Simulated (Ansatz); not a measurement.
Start from NaF in the rock salt structure (space group Fm-3m, No. 225).

```
NaF
1.0
    0.00000     2.31454     2.31454
    2.31454     0.00000     2.31454
    2.31454     2.31454     0.00000
Na F
1 1
Direct
  0.00000   0.00000   0.00000
  0.50000   0.50000   0.50000
```

Cartesian axes are those of the cell as printed.

Method: DFT with PBEsol, PAW potentials and a 420 eV plane-wave cutoff in Ansatz (a first-principles code), without spin-orbit coupling.

The change: uniaxial strain ε_zz = −1.50 %, all other strain components held at zero, atoms relaxed at fixed cell.

What happens to the energy relative to the base?

The energy increases by 1.0 meV/atom.

What happens to the stress?

The stress (xx, yy, zz, yz, xz, xy; compression positive) comes out as (0.34, 0.34, 1.68, 0.00, 0.00, 0.00) GPa.

Whether these cells are dynamically stable was not tested.
